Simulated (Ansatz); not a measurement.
We consider antifluorite K₂S, described by LC-ωPBE (PAW; Ansatz, a quantum-chemistry and plane-wave program).

Numerical settings: plane-wave cutoff 460 eV, 6×6×6 k mesh, Fermi–Dirac smearing 0.01 eV, scalar-relativistic PAW data made under PBE.

The cell is scaled about its equilibrium volume:

```json
[
 {"V (Å³/atom)": "31.986", "P (GPa)": "1.17", "direct gap at Γ (eV)": "8.621", "smallest gap on the k mesh (eV)": "8.385"},
 {"V (Å³/atom)": "33.073", "P (GPa)": "0.37", "direct gap at Γ (eV)": "8.469", "smallest gap on the k mesh (eV)": "8.274"},
 {"V (Å³/atom)": "33.670", "P (GPa)": "-0.01", "direct gap at Γ (eV)": "8.389", "smallest gap on the k mesh (eV)": "8.215"},
 {"V (Å³/atom)": "34.512", "P (GPa)": "-0.49", "direct gap at Γ (eV)": "8.281", "smallest gap on the k mesh (eV)": "8.134"},
 {"V (Å³/atom)": "35.353", "P (GPa)": "-0.92", "direct gap at Γ (eV)": "8.178", "smallest gap on the k mesh (eV)": "8.054"}
]
```

The fundamental gap (8.22 eV at the equilibrium volume, on the SCF mesh) lies elsewhere than Γ–Γ.
